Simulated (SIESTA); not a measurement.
Band structure of TePb (Fm-3m, 2 atoms in the cell).

```xyz
2
Lattice="0.0000 3.2961 3.2961 3.2961 0.0000 3.2961 3.2961 3.2961 0.0000" Properties=species:S:1:pos:R:3 pbc="T T T"
Te     0.0000     0.0000     0.0000
Pb     3.2961     3.2961     3.2961
```

Computed with GGA PBE, numerical atomic orbitals DZP, PseudoDojo PBE standard norm-conserving potentials (rewritten from UPF to PSML) (SIESTA).

Settings: XC.functional = GGA; XC.authors = PBE; potentials = PseudoDojo PBE standard; PAO.BasisSize = DZP; PAO.EnergyShift = 0.01 Ry; MeshCutoff = 400 Ry; kgrid.MonkhorstPack = 9 9 9; OccupationFunction = FD; ElectronicTemperature = 10 K; MaxSCFIterations = 150; SCF.Mixer.Method = Pulay; SCF.Mixer.Weight = 0.25; SCF.Mixer.History = 6; SCF.DM.Tolerance = 1.0E-05.

The starting cell comes from a database of computed structures (which also holds hypothetical and non-ambient phases and stackings), without a prior relaxation at this level. Its lattice was rescaled by a random factor within 2.5 % of one. Spin-orbit coupling is off. Values carry the incompleteness of an atom-centred basis.

**Question.** Predict the gap along the standard path and the places of the band edges.

**Answer.** The gap along the path is 0.93 eV, direct at L to within 0.01 eV.

Levels in eV from the top of the valence band on the path, bands 12 to 16:
```json
[
 {"point": "Γ", "12": "-5.78", "13": "-1.08", "14": "-1.08", "15": "-1.08", "16": "4.14"},
 {"point": "X", "12": "-7.26", "13": "-4.06", "14": "-2.45", "15": "-2.45", "16": "3.70"},
 {"point": "W", "12": "-7.84", "13": "-3.38", "14": "-3.38", "15": "-0.24", "16": "1.80"},
 {"point": "K", "12": "-7.82", "13": "-3.70", "14": "-1.99", "15": "-1.83", "16": "3.61"},
 {"point": "L", "12": "-8.36", "13": "-0.68", "14": "-0.68", "15": "0.00", "16": "0.93"},
 {"point": "U", "12": "-7.82", "13": "-3.70", "14": "-1.99", "15": "-1.83", "16": "3.61"}
]
```

Higher empty bands are left out: an atom-centred basis made for the valence describes them poorly.
